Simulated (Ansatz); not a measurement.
Electronic density of states of amorphous Si₂₄O₄₈Ag, density 2.34 g/cm³, on a 2×2×2 Γ-centred mesh with a Gaussian width of 0.1 eV; energies count from the Fermi level, whose place inside the gap is arbitrary. Cell and mesh are small, so fine structure isn't converged. These are PBE, scalar-relativistic without spin-orbit coupling (plane waves to 420 eV, PAW; Ansatz, a program for electronic structure) values and carry that method's errors. Sampling: a 2×2×2 Γ-centred mesh; Fermi-Dirac width 0.02 eV; collinear spin, started from a total moment of 1 μB (at the end a net moment of 1.0 μB). In the spin-polarised cell the level spacing at the Fermi energy can part levels of unlike spin. At PBE the levels at both edges of the gap are localised (band-tail or defect states), and the nearest spread-out levels lie 4.9 eV apart at the zone centre.

It comes from a melt-quench run on a machine-learned potential (CHGNet), relaxed afterwards by DFT. O atoms were pushed apart under 1.9 Å during the dynamics, to hinder bonds among them. The hot cell started wider than the set density and was brought back towards it in steps. It is the lowest in DFT energy of 2 quenches. It is a model cell: composition and starting density were chosen by hand, and all elements were melted together. No dispersion term was used. Its density started from a set value of 2.33 and ended at 2.34 g/cm³. The simulated quench (nominally 400 K/ps over its main leg) is rapid and tends to freeze in more defects than a deposited or slowly cooled glass has. One small periodic cell is one sample of the glass; other quenches scatter about these values. The volume was free in the relaxation, at fixed shape. Stress components on the final sampling reach 2.7 GPa.

```csv
E - EF (eV),states/(eV atom)
-12.00,0.17
-11.90,0.13
-11.80,0.12
-11.70,0.13
-11.60,0.20
-11.50,0.18
-11.40,0.15
-11.30,0.21
-11.20,0.21
-11.10,0.17
-11.00,0.23
-10.90,0.23
-10.80,0.17
-10.70,0.20
-10.60,0.17
-10.50,0.18
-10.40,0.23
-10.30,0.22
-10.20,0.19
-10.10,0.19
-10.00,0.18
-9.90,0.18
-9.80,0.20
-9.70,0.21
-9.60,0.16
-9.50,0.19
-9.40,0.27
-9.30,0.28
-9.20,0.32
-9.10,0.34
-9.00,0.44
-8.90,0.53
-8.80,0.58
-8.70,0.62
-8.60,0.64
-8.50,0.59
-8.40,0.48
-8.30,0.37
-8.20,0.32
-8.10,0.30
-8.00,0.34
-7.90,0.32
-7.80,0.21
-7.70,0.24
-7.60,0.40
-7.50,0.36
-7.40,0.22
-7.30,0.20
-7.20,0.23
-7.10,0.33
-7.00,0.38
-6.90,0.30
-6.80,0.26
-6.70,0.34
-6.60,0.44
-6.50,0.55
-6.40,0.58
-6.30,0.65
-6.20,0.73
-6.10,0.72
-6.00,0.75
-5.90,0.72
-5.80,0.66
-5.70,0.67
-5.60,0.66
-5.50,0.72
-5.40,0.79
-5.30,0.81
-5.20,0.83
-5.10,0.89
-5.00,0.89
-4.90,0.88
-4.80,0.91
-4.70,0.93
-4.60,0.85
-4.50,0.77
-4.40,0.83
-4.30,0.79
-4.20,0.75
-4.10,0.75
-4.00,0.73
-3.90,0.67
-3.80,0.58
-3.70,0.38
-3.60,0.21
-3.50,0.23
-3.40,0.28
-3.30,0.25
-3.20,0.13
-3.10,0.02
-3.00,0.00
-2.90,0.03
-2.80,0.13
-2.70,0.15
-2.60,0.24
-2.50,0.23
-2.40,0.15
-2.30,0.12
-2.20,0.03
-2.10,0.01
-2.00,0.09
-1.90,0.13
-1.80,0.04
-1.70,0.01
-1.60,0.07
-1.50,0.14
-1.40,0.09
-1.30,0.14
-1.20,0.08
-1.10,0.01
-1.00,0.00
-0.90,0.04
-0.80,0.07
-0.70,0.02
-0.60,0.00
-0.50,0.00
-0.40,0.00
-0.30,0.00
-0.20,0.00
-0.10,0.00
0.00,0.00
0.10,0.00
0.20,0.00
0.30,0.00
0.40,0.00
0.50,0.00
0.60,0.00
0.70,0.01
0.80,0.04
0.90,0.06
1.00,0.03
1.10,0.00
1.20,0.00
1.30,0.00
1.40,0.00
1.50,0.01
1.60,0.01
1.70,0.02
1.80,0.03
1.90,0.04
2.00,0.07
2.10,0.06
2.20,0.06
2.30,0.04
2.40,0.03
2.50,0.06
2.60,0.06
2.70,0.08
2.80,0.09
2.90,0.09
3.00,0.10
3.10,0.08
3.20,0.10
3.30,0.15
3.40,0.17
3.50,0.17
3.60,0.18
3.70,0.18
3.80,0.18
3.90,0.21
4.00,0.23
4.10,0.24
4.20,0.27
4.30,0.30
4.40,0.30
4.50,0.35
4.60,0.39
4.70,0.37
4.80,0.37
4.90,0.41
5.00,0.43
5.10,0.45
5.20,0.44
5.30,0.42
5.40,0.47
5.50,0.46
```

The level spacing at the Fermi energy on this mesh is 1.57 eV; the broadening fills part of it in the curve.
